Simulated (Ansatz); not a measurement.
**TiC (model structure, started from the NiAs type, P6₃/mmc, No. 194, 4 atoms in the cell)**

Computed with PBEsol in Ansatz (plane waves, PAW).

Settings: plane-wave cutoff 500 eV, 12×12×8 k mesh (along the axes of the cell as run), Fermi–Dirac smearing 0.05 eV, no spin polarisation, scalar-relativistic PAW data made under PBE.

Cell (relaxed at this level):

```cif
data_C2Ti2
_chemical_formula_sum 'Ti2 C2'
_space_group_name_H-M_alt 'P63/mmc'
_space_group_IT_number 194
_space_group_name_Hall '-P 6c 2c'
_cell_length_a 3.01196
_cell_length_b 3.01196
_cell_length_c 5.34075
_cell_angle_alpha 90.000
_cell_angle_beta 90.000
_cell_angle_gamma 120.000
loop_
_atom_site_label
_atom_site_type_symbol
_atom_site_symmetry_multiplicity
_atom_site_Wyckoff_symbol
_atom_site_fract_x
_atom_site_fract_y
_atom_site_fract_z
_atom_site_occupancy
Ti1 Ti 2 a 0.00000 0.00000 0.00000 1
C1 C 2 c 0.33333 0.66667 0.25000 1
```

```json
{
  "band_gap": "none"
}
```

Note: the relaxation could raise the start's symmetry but not lower it, so the cell can be a saddle point.

A model structure was made by putting elements into a prototype or built by hand; it is no filed structure, need not be a known phase, and can be a saddle point held by its symmetry.

Ansatz is a quantum-chemistry and plane-wave program.
